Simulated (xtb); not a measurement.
xtb 6.7.1, GFN1-xTB: CN(C)[Si](N(C)C)N(C)C, charge +1, multiplicity 1, 28 atoms. The geometry is a generated start, not checked to be a minimum at this level.

```yaml
method: GFN1-xTB
"--acc": 1 (default)
"--etemp (K)": 300 (default)
detailed input (--input): "none: ANC optimiser, Lindh (1995) Hessian, microcycle=20, maxdispl=1.0, hlow=0.01 (default)"
basis_functions: 82
valence_electrons: 60
```

```xyz
28

C     -2.6735     0.0661    -0.7347
N     -1.5181    -0.6775    -0.2548
C     -1.8228    -2.0799    -0.0121
Si    -0.0037     0.0080     0.0048
N      0.1425     1.6054     0.5120
C      1.2738     2.4599     0.1840
C     -0.8497     2.2905     1.3277
N      1.3733    -0.9244    -0.2520
C      2.6003    -0.7913     0.5188
C      1.4725    -1.9465    -1.2829
H     -3.0427    -0.3913    -1.6546
H     -2.4131     1.1001    -0.9407
H     -3.4758     0.0391     0.0052
H     -0.9496    -2.6105     0.3542
H     -2.1681    -2.5540    -0.9324
H     -2.6175    -2.1585     0.7315
H      0.9203     3.3456    -0.3467
H      1.7759     2.7862     1.0967
H      1.9871     1.9374    -0.4465
H     -0.3839     2.6425     2.2496
H     -1.2440     3.1561     0.7924
H     -1.6699     1.6269     1.5839
H      3.4323    -0.5291    -0.1375
H      2.8323    -1.7427     1.0011
H      2.4978    -0.0290     1.2855
H      2.3036    -1.7103    -1.9498
H      0.5593    -1.9960    -1.8696
H      1.6613    -2.9229    -0.8330
```

Charge 1 and multiplicity 1 are set for this test and not shown to be the ground state.

The structure is relaxed from this start with --opt LEVEL for the levels crude, sloppy, loose, lax, normal, tight, vtight, extreme, once each. Up to the end of the extreme run atoms move by at most 0.15 Å along an axis.

Task: Which level is enough to come within 1 meV of the tightest end point?

Result: lax: 10 cycles against 19, ending 0.33 meV above.

| level | cycles | energy above the extreme run (meV) | gradient norm (eV/Å) |
|---|---|---|---|
| crude | 4 | 5.9 | 0.081 |
| sloppy | 4 | 5.9 | 0.081 |
| loose | 6 | 3.4 | 0.11 |
| lax | 10 | 0.33 | 0.026 |
| normal | 12 | 0.059 | 0.010 |
| tight | 14 | 0.016 | 0.0043 |
| vtight | 17 | under 0.01 | 0.0019 |
| extreme | 19 | — | 0.0011 |
